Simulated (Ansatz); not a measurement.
Sensitivity of a calculation on PtSb2 (Pa-3, 12 atoms in the cell) to its settings

```yaml
crystal:
  lattice:
    - [6.46061, 0.00000, 0.00000]
    - [0.00000, 6.46061, 0.00000]
    - [0.00000, 0.00000, 6.46061]
  atoms:
    - { symbol: Sb, position: [0.62500, 0.87500, 0.12500] }
    - { symbol: Sb, position: [0.12500, 0.62500, 0.87500] }
    - { symbol: Sb, position: [0.62500, 0.62500, 0.62500] }
    - { symbol: Sb, position: [0.37500, 0.37500, 0.37500] }
    - { symbol: Sb, position: [0.87500, 0.12500, 0.62500] }
    - { symbol: Sb, position: [0.87500, 0.37500, 0.12500] }
    - { symbol: Sb, position: [0.12500, 0.87500, 0.37500] }
    - { symbol: Sb, position: [0.37500, 0.12500, 0.87500] }
    - { symbol: Pt, position: [0.00000, 0.50000, 0.50000] }
    - { symbol: Pt, position: [0.50000, 0.00000, 0.50000] }
    - { symbol: Pt, position: [0.00000, 0.00000, 0.00000] }
    - { symbol: Pt, position: [0.50000, 0.50000, 0.00000] }
```

Base run A: PBE, PAW files (Ansatz, a quantum-chemistry and plane-wave program), self-consistent single point.

Its settings: basis.ecutwfc = 420 eV; kpoints.mp_grid.grid = 3 3 3; hamiltonian.xc = pbe; hamiltonian.pseudopotentials = {kind: paw} (the program's default PAW files); scf.occupations.method = gaussian; scf.occupations.width = 0.02 eV.

The starting cell has typed, rounded lattice constants, without a prior relaxation at this level. Its lattice was rescaled by a random factor within 2.5 % of one. Spin polarisation is off. In the base run, with a pressure of about 5 GPa the cell is away from its equilibrium volume at this level. Ansatz's pressure includes its estimate of the finite-basis (Pulay) stress.

ΔF is the free energy per atom less that of run A. A dash stands where there is no value to compare (another energy zero or no entropy term, no result, no spin, no clean gap, or a mesh too coarse for one). Total energies depend on the potentials, the functional and any Hubbard or dispersion term, so they are compared only between runs that share all of them.

Runs:
- B: hamiltonian.pseudopotentials: {kind: paw} (the program's default PAW files) → {kind: paw_fr}; magnetization.noncollinear: default → true; magnetization.spin_orbit: default → true [PBE with spin-orbit coupling]
- C: scf.convergence.dr2_threshold: default (1e-07 eV) → 0.01 eV
- D: scf.occupations.width: 0.02 eV → 0.05 eV
- E: scf.mixing.algorithm: default (the program chose MSR1) → anderson
- F: scf.algorithm: default → direct_min

```json
[
 {"run": "A", "ΔF (meV/atom)": "0.00", "pressure (GPa)": "5.05", "largest force (eV/Å)": "0.031"},
 {"run": "B", "ΔF (meV/atom)": "–", "pressure (GPa)": "4.79", "largest force (eV/Å)": "0.004"},
 {"run": "C", "ΔF (meV/atom)": "0.00", "pressure (GPa)": "5.06", "largest force (eV/Å)": "0.031"},
 {"run": "D", "ΔF (meV/atom)": "-0.53", "pressure (GPa)": "5.04", "largest force (eV/Å)": "0.028"},
 {"run": "E", "ΔF (meV/atom)": "0.00", "pressure (GPa)": "5.05", "largest force (eV/Å)": "0.031"},
 {"run": "F", "ΔF (meV/atom)": "0.00", "pressure (GPa)": "5.05", "largest force (eV/Å)": "0.031"}
]
```

Run B against A: The pressure goes from 5.05 to 4.79 GPa and the largest force goes from 0.031 to 0.004 eV/Å.

Run D against A: The free energy is nearly the same (within 1 meV/atom), the pressure moves little (5.05 to 5.04 GPa) and the largest force moves little (0.031 to 0.028 eV/Å).

Keys are those of Ansatz 0.2.
